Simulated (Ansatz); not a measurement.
# TaGe₂ (P6₂22, No. 180, 9 atoms in the cell; start mp-7558)

Method: r²SCAN (plane waves, PAW; Ansatz, a first-principles code).

Settings: plane-wave cutoff 560 eV, 12×12×8 k mesh (along the axes of the cell as run), Fermi–Dirac smearing 0.05 eV, scalar-relativistic PAW data made under PBE.

Cell (relaxed at this level):

```
TaGe2
1.0
    4.97103     0.00000     0.00000
   -2.48551     4.30504     0.00000
    0.00000     0.00000     6.74295
Ta Ge
3 6
Direct
  0.50000   0.00000   0.50000
  0.50000   0.50000   0.83333
  0.00000   0.50000   0.16667
  0.16356   0.32711   0.50000
  0.83644   0.16356   0.83333
  0.67289   0.83644   0.16667
  0.83644   0.67289   0.50000
  0.16356   0.83644   0.83333
  0.32711   0.16356   0.16667
```

band gap: zero (no gap)

Note: the relaxation could not lower the start's symmetry, so the cell can be a saddle point above a distorted one.

Spin–orbit coupling is not included; it can open a gap where bands touch, and shift volumes and moduli.

A start named mp-… is a Materials Project structure, which need not be a measured phase.
